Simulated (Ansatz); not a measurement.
Base system: PbSe in the rock salt structure (space group Fm-3m, No. 225).

Level of theory: PBE in Ansatz (plane waves to 420 eV, PAW, without spin-orbit coupling).

Measured: band gap 0.27 eV (temperature not stated; as listed in Manish Kothakonda et al., ACS Materials Au (2022)).

Q: Knowing the measured values, estimate what each level computes.

A: 
```csv
level,band gap
PBE,0.43 eV
```

Computed minus measured — band gap: PBE +0.16 eV. Measured values not marked as corrected hold thermal and zero-point effects that the static-lattice runs lack. A measured gap can be an optical one, lowered by exciton binding. Levels without spin-orbit coupling miss its effect on the gap.

With Pb present, leaving out spin-orbit coupling can change the band edges. Whether these cells are dynamically stable was not tested.

Ansatz is a first-principles code.
